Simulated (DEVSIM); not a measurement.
Structure: Cr/HfO2/n-Ge capacitor, at 400 K.

Layer 1 from the left is HfO2, thickness (nm) 3.30. Layer 2 from the left is Ge, thickness (nm) 1700, Nd (cm⁻³) 6e15.

Metal gate on the left, work function 4.5 eV. Fixed charge at the semiconductor interface 5.6e11 cm⁻² (in units of +e); no interface traps.

The device is made up for the run: typed textbook-type constants, with dimensions and the other settings drawn at random. Values at 300 K; Nc and Nv go as T^1.5, mobilities as T to minus their exponent, the gap by Varshni's rule with the affinity fixed.

HfO2: gap (eV) 5.7, affinity (eV) 2.5, permittivity 22. Ge: gap (eV) 0.664, affinity (eV) 4, permittivity 16, Nc (cm⁻³) 1.04e19, Nv (cm⁻³) 6e18, Varshni α (eV/K) 0.000477, Varshni β (K) 235.

Simulated with DEVSIM: 1D Poisson equation in equilibrium, Boltzmann statistics, complete ionisation; no quantum confinement or tunnelling. Metal contacts follow the ideal Schottky-Mott rule: no Fermi-level pinning, no interface dipoles.

Problem. What does the simulation give for the threshold voltage (band bending 2φF), the flat-band voltage?

Solution. threshold voltage (band bending 2φF) 0.11 V; flat-band voltage 0.21 V.
